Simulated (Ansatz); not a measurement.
## A computed series for W: pressure series

Consider W in the bcc (W type) structure (space group Im-3m, No. 229; a = 3.184 Å).

Cell and atoms are relaxed at each pressure.

All numbers come from plane-wave PAW DFT at the PBE level (Ansatz, a quantum-chemistry and plane-wave program, 420 eV), scalar-relativistic without spin-orbit coupling, earlier PAW set.

| pressure (GPa) | volume per atom (Å³/atom) |
|---|---|
| -1 | 16.188 |
| 0 | 16.134 |
| 3 | ? |
| 7 | 15.785 |
| 15 | 15.429 |
| 30 | 14.852 |
| 50 | 14.218 |
| 75 | 13.569 |
| 100 | 13.039 |

Question: Fit the third-order Birch–Murnaghan form P(V) = (3B₀/2)[(V₀/V)^(7/3) − (V₀/V)^(5/3)]·[1 + (3/4)(B₀′ − 4)((V₀/V)^(2/3) − 1)] (squares taken in P) to the rows shown and predict the withheld row.

Answer: Least squares on the printed values gives V₀ = 16.134 Å³/atom, B₀ = 307 GPa, B₀′ = 4.0; this predicts 15.980 Å³/atom, and the run gives 15.980 Å³/atom, in agreement.

Load acts through the strain it causes; cell and atoms are relaxed under it. Stability against distortions was not tested. Competing high-pressure phases were not computed. The final runs are not spin-polarised.
